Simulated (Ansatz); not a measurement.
System: Mg vacancy in rock-salt MgO (charge state -2). Method: PBE, PAW (plane waves to 420 eV; Ansatz, a program for electronic structure).

Settings: 64 host sites, the relaxed PBE lattice, the Γ point alone, smearing 0.01 eV, spin-restricted, no image-charge correction. Energies are static. The charge state is imposed; whether it is stable for some Fermi level was not computed. Forms of the defect that were not tried may lie lower.

Barriers: single points on a 2×2×2 k-point mesh shifted by half a step at the bands' geometries.

The only route run: one Mg atom jumps into the vacancy from a nearby Mg site; the atom moves 2.84 Å along (0.00, -0.47, -0.47) of the unit cell; the moving atom starts with neighbours 2 O at 2.08, 2 O at 2.13, 2 O at 2.19 Å and ends with 2 O at 2.08, 2 O at 2.13, 2 O at 2.19 Å. Its barrier is 2.00 eV. The saddle point's order was not checked, and it lies on a symmetry element of the cell, where a band can be held. The defect has 12 equivalent sites to jump to, 3.01 Å away. Attempt frequency: take 10 THz as a typical guess.

Task: Estimate the defect's diffusion coefficient at 1200 K, how far it wanders in 1 h, and how much an error of 0.1 eV in the barrier would matter.

Result: kT = 0.1034 eV, so each jump happens at Γ = ν exp(−E/kT) = 1.0e13 × exp(−19.34) ≈ 4.0e+04 s⁻¹. For uncorrelated jumps in a cubic host D = z λ² Γ / 6 = 12 × (3.01e-8 cm)² × 4.0e+04 / 6 ≈ 7.2e-11 cm²/s. The root-mean-square distance is √(6Dt) ≈ 10 µm. An error of 0.1 eV changes D by a factor exp(0.1/kT) ≈ 2.6, and the distance by its square root. This is the isolated defect's own diffusivity; trapping, its concentration and zero-point motion are left out.
